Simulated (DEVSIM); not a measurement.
Device: Ge p-n junction from an implanted or diffused profile, at 300 K.

| layer (left to right) | material | thickness (μm) | Nd (cm⁻³) | τn (s) | τp (s) |
|---|---|---|---|---|---|
| 1 | Ge | 84.0 | 7.6e14 | 0.00075 | 0.00075 |

Added acceptor profile: 2.9e16 cm⁻³ × exp(−(x − 0 μm)²/(2·(0.089 μm)²)). Left contact: ohmic. Right contact: ohmic. Voltage is applied to the left contact. Recombination: SRH at mid-gap, radiative. Mobility is μmin + (μ − μmin)/(1 + (N/Nref)^α).

Constants are typed, rounded textbook-type inputs, not results; the design itself was drawn at random and stands for no fabricated device. Values at 300 K.

```tsv
parameter	Ge
gap (eV)	0.664
affinity (eV)	4
permittivity	16
Nc (cm⁻³)	1.04e19
Nv (cm⁻³)	6e18
μn (cm²/Vs)	3900
μp (cm²/Vs)	1900
μn,min	150
μp,min	100
Nref,n	2.6e17
Nref,p	4e17
αn	0.56
αp	0.6
B (cm³/s)	6.4e-14
```

DEVSIM, 1D drift-diffusion, Boltzmann statistics, complete ionisation; no tunnelling, impact ionisation, image-force lowering or self-heating.

The thickness of layer 1 was swept, all else fixed.

```tsv
thickness of layer 1 (μm)	dark forward voltage at 1 A/cm² (V)
17	0.101
29	0.106
50	0.112
84	0.120
140	0.133
250	0.154
420	0.190
```

From the first row to the last the dark forward voltage at 1 A/cm² goes from 0.101 to 0.190.
